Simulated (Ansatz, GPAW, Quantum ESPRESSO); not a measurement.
# One structure in several programs: Ti₃PO₂ (P-3m1, 6 atoms in the cell)

Self-consistent single point.

```yaml
crystal:
  lattice:
    - [3.14386, 0.00000, 0.00000]
    - [-1.57193, 2.72266, 0.00000]
    - [0.00000, 0.00000, 7.95061]
  atoms:
    - { symbol: Ti, position: [0.33333, 0.66667, 0.70676] }
    - { symbol: Ti, position: [0.66667, 0.33333, 0.29324] }
    - { symbol: Ti, position: [0.00000, 0.00000, 0.00000] }
    - { symbol: P, position: [0.00000, 0.00000, 0.50000] }
    - { symbol: O, position: [0.33333, 0.66667, 0.14226] }
    - { symbol: O, position: [0.66667, 0.33333, 0.85774] }
```

Shared settings, as Ansatz (a quantum-chemistry and plane-wave program) writes them: kpoints.mp_grid.grid = 4 4 2; scf.occupations.method = gaussian; scf.occupations.width = 0.272 eV. Potentials and cutoffs stand in the table.

| code | model | pressure (GPa) | largest force (eV/Å) | cutoff |
|---|---|---|---|---|
| GPAW | PBEsol, GPAW PAW datasets PBEsol (made by gpaw-setup) | – | 0.229 | 950 eV |
| Ansatz | PBEsol, PAW files made with PBE | -2.63 | 0.250 | default |
| Quantum ESPRESSO | PBEsol, PseudoDojo standard norm-conserving (PBESOL) pseudopotentials | -2.68 | 0.255 | 85 Ry |

Size of the force on each atom (eV/Å): Sizes of forces hide their directions.

```json
[
 {"code": "GPAW", "Ti1": "0.229", "Ti2": "0.229", "Ti3": "0.000", "P4": "0.000", "O5": "0.051", "O6": "0.051"},
 {"code": "Ansatz", "Ti1": "0.250", "Ti2": "0.250", "Ti3": "0.000", "P4": "0.000", "O5": "0.044", "O6": "0.044"},
 {"code": "Quantum ESPRESSO", "Ti1": "0.255", "Ti2": "0.255", "Ti3": "0.000", "P4": "0.000", "O5": "0.040", "O6": "0.040"}
]
```

A dash marks a value that a program does not give, or that is left out as unsure.

On Ansatz's run: spin polarisation is off; with an odd number of electrons in the cell that forces a metal, and a magnetic state may lie lower.

The spread over the programs that give each value: pressure within 0.05 GPa; largest force within 0.026 eV/Å.

Ansatz's pressure is given at a fixed set of plane waves, as the other plane-wave codes print theirs; with its correction for the finite basis it is -2.34 GPa (the shift of 0.29 GPa shows how far the cutoff is from converged). The pressure of GPAW is left out: its cutoff lies under the one at which its stress was checked.

On the base mesh (8 8 3) the same programs gave: Ansatz pressure -2.77 GPa; Quantum ESPRESSO pressure -2.82 GPa.

The starting cell comes from a database of computed structures (which also holds hypothetical and non-ambient phases and stackings), without a prior relaxation at this level. Its lattice was rescaled by a random factor within 2.5 % of one.

Left out of this page: CP2K (on another mesh); Elk (not drawn, or without a comparable value).

Keys are those of Ansatz 0.2.
